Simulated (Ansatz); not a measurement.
```xyz
2
Lattice="0.0000 2.6985 2.6985 2.6985 0.0000 2.6985 2.6985 2.6985 0.0000" Properties=species:S:1:pos:R:3 pbc="T T T"
Se     0.0000     0.0000     0.0000
Mg     2.6985     2.6985     2.6985
```

No spin polarisation.

The values are results of r2SCAN in Ansatz (plane waves to 500 eV, PAW, scalar-relativistic without spin-orbit coupling), not measurements. Γ-centred 10×10×10 mesh, Fermi–Dirac width 0.05 eV.

### Question
What width of the top valence band does the calculation give?

### Answer
2.60 eV.

### Question
Predict the smallest direct gap.

### Answer
3.74 eV.

### Question
What electron mass does the calculation give?

### Answer
0.49 mₑ along k, 0.25 mₑ across (at X).

### Question
Estimate the hole mass (degenerate bands, along [100]).

### Answer
0.21, 0.76, 0.76 mₑ (at Γ).

Load acts through the strain it causes; cell and atoms are relaxed under it. Effective masses come from finite differences of ±0.01 Å⁻¹. Along k means along the line from Γ to the band edge. Whether these cells are dynamically stable was not tested. The cell was made from MgSe in the rock salt structure (space group Fm-3m, No. 225) by this change: pressure 3 GPa.

Ansatz is a quantum-chemistry and plane-wave program.
